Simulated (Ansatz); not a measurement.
We consider GeSe2 (I-42d, No. 122, 6 atoms in the cell; start mp-10074), described by G0W0@PBEsol (Ansatz, a quantum-chemistry and plane-wave program, plane waves, hard PAW, contour deformation).

The same calculation (at the PBEsol cell, 26.882 Å³/atom) with different numerical settings; throughout: k mesh 2×2×2:

```json
[
 {"run": "1", "response cutoff (eV)": "70", "empty bands": "394", "quasiparticle gap on the mesh (eV)": "2.180", "quasiparticle gap at Γ (eV)": "2.537", "rough time": "3 core-min"},
 {"run": "2", "response cutoff (eV)": "105", "empty bands": "724", "quasiparticle gap on the mesh (eV)": "2.213", "quasiparticle gap at Γ (eV)": "2.548", "rough time": "6 core-min"},
 {"run": "3", "response cutoff (eV)": "140", "empty bands": "1115", "quasiparticle gap on the mesh (eV)": "2.230", "quasiparticle gap at Γ (eV)": "2.543", "rough time": "10 core-min"},
 {"run": "4", "response cutoff (eV)": "175", "empty bands": "1558", "quasiparticle gap on the mesh (eV)": "2.240", "quasiparticle gap at Γ (eV)": "2.538", "rough time": "30 core-min"},
 {"run": "5", "response cutoff (eV)": "210", "empty bands": "2048", "quasiparticle gap on the mesh (eV)": "2.245", "quasiparticle gap at Γ (eV)": "2.535", "rough time": "50 core-min"}
]
```

In the column quasiparticle gap on the mesh (eV) the first row differs from the last by -0.065 and the next to last by -0.005.

The last row is no converged limit: other settings stay fixed.

Spin–orbit coupling is not included.

Note: filled d or f shells below the valence bands can shift G0W0 gaps through exchange with them, which wasn't tested here.

A start named mp-… is a Materials Project structure, which need not be a measured phase.
